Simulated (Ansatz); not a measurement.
**HfS2: transverse stress against strain**

HfS2 (1T layered, P-3m1, 21.646 Å³/atom at rest, c along z) under a strain ε along c (axis z), the other axes held. PBE-D3(BJ) in Ansatz, a plane-wave DFT program (PAW, default set), 420 eV, 11×11×6 Γ-centred mesh, Fermi-Dirac smearing 0.05 eV; ions are relaxed within the symmetry of each cell. Stress is positive for a compressed cell.

Here s stands for strain and y for stress xx.

```
strain (%)  stress xx (GPa)
----------  ---------------
-1.50                  0.14
-1.00                  0.10
-0.50                  0.05
0.00                   0.00
0.50                  -0.03
1.00                  -0.06
1.50                  -0.10
3.00                      ?
```

Q: Fit y against s with a straight line, and predict the withheld value at s = 3.00.

A: Means: s 0, y 0.014. About the means, the sum of products is -0.56000 and the sum of squares of s is 7.0000; the slope is their ratio. Least squares gives y = 0.014 - 0.0800·s. Residuals (row less fit): 0.006, 0.006, -0.004, -0.014, -0.004, 0.006, 0.006; standard error 0.009 (degrees of freedom: 5). The slope gives the elastic constant C13 = 8.0 ± 0.3 GPa. At the withheld row, y = 0.014 - 0.0800 × 3.0 = -0.226 GPa. The calculation gives -0.16 GPa, 0.066 GPa above the prediction (22.0 % of the range of y in the table). The row lies outside the fitted rows, so this is an extrapolation. From the scatter of the fitted rows alone, a prediction at this place has a standard error of 0.013 GPa, so the miss is 5.1 times that.

One order more, fitted to all 13 runs of the series, follows each within 0.01, so the miss is the next term of a smooth law. Rows are the converged runs of the series near zero and its far end; series whose fitted rows scatter by over a few per cent of the range, as at a crossing or softening among them, aren't shown in this form. Most that stay on the fit to the last digits aren't either.
